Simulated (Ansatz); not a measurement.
## Converging shifted k-point meshes: Be4AlNi (R3m, 6 atoms in the cell)

```yaml
crystal:
  lattice:
    - [0.00000, 2.98435, 2.98435]
    - [2.98435, 0.00000, 2.98435]
    - [2.98435, 2.98435, 0.00000]
  atoms:
    - { symbol: Be, position: [0.37846, 0.37846, 0.37846] }
    - { symbol: Be, position: [0.87914, 0.37362, 0.37362] }
    - { symbol: Be, position: [0.37362, 0.37362, 0.87914] }
    - { symbol: Be, position: [0.37362, 0.87914, 0.37362] }
    - { symbol: Al, position: [0.75000, 0.75000, 0.75000] }
    - { symbol: Ni, position: [0.00000, 0.00000, 0.00000] }
```

Method: PBEsol, default PAW files made with PBE (plane waves; Ansatz, a quantum-chemistry and plane-wave program).

Base settings: basis.ecutwfc = 420 eV; kpoints.mp_grid.grid = 10 10 10; hamiltonian.xc = pbesol; hamiltonian.pseudopotentials = {kind: paw} (the program's default PAW files); scf.occupations.method = fermi_dirac; scf.occupations.width = 0.1 eV.

In this ladder: kpoints.mp_grid.shift = 0.5 0.5 0.5.

Only quantities that move along the ladder and can be compared are tabulated.

The count of work is k-points × plane waves × bands × iterations; it is no time. Core times come from one kind of shared machine, to one figure; runs under 30 s give none.

The starting cell comes from a database of computed structures (which also holds hypothetical and non-ambient phases and stackings), without a prior relaxation at this level. Its lattice was rescaled by up to half a per cent. One atom was moved a little off its site on purpose. Spin polarisation is off. Ansatz's pressure includes its estimate of the finite-basis (Pulay) stress.

```tsv
kpoints.mp_grid.grid	free energy less the last step's (meV/atom)	pressure (GPa)	largest difference of a force vector from the last step's (eV/Å)	count of work / last	core time / last (rough)
2 2 2	27.72	1.73	0.149	0.00055	–
3 3 3	-5.75	1.71	0.164	0.0016	–
4 4 4	2.27	1.61	0.017	0.0027	–
5 5 5	-0.20	1.57	0.020	0.0052	–
6 6 6	-0.24	1.58	0.014	0.0077	–
7 7 7	-0.07	1.61	0.016	0.012	–
8 8 8	0.09	1.60	0.004	0.016	–
9 9 9	0.05	1.59	0.005	0.023	–
10 10 10	-0.06	1.60	0.004	0.030	–
11 11 11	0.02	1.60	0.001	0.040	–
12 12 12	0.00	1.60	0.003	0.050	–
14 14 14	0.00	1.60	0.002	0.077	0.1
15 15 15	0.00	1.60	0.000	0.094	0.2
17 17 17	0.00	1.60	0.000	0.13	0.2
19 19 19	0.00	1.60	0.000	0.18	0.2
23 23 23	0.00	1.60	0.000	0.32	0.6
28 28 28	0.00	1.60	0.000	0.56	0.8
31 31 31	0.00	1.60	0.000	1.0	1
```

Coarsest kpoints.mp_grid.grid that holds the free energy within 0.5 meV/atom of the last step, with all finer ones: 5 5 5, at 0.0052 of the last step's count of work; the step before is off by 2.3 meV/atom.

Coarsest kpoints.mp_grid.grid that holds the forces within 0.01 eV/Å of the last step, with all finer ones: 8 8 8, at 0.016 of the last step's count of work; the step before is off by 0.016 eV/Å.

Coarsest kpoints.mp_grid.grid that holds the pressure within 0.1 GPa of the last step, with all finer ones: 4 4 4, at 0.0027 of the last step's count of work; the step before is off by 0.12 GPa.

Keys are those of Ansatz 0.2.
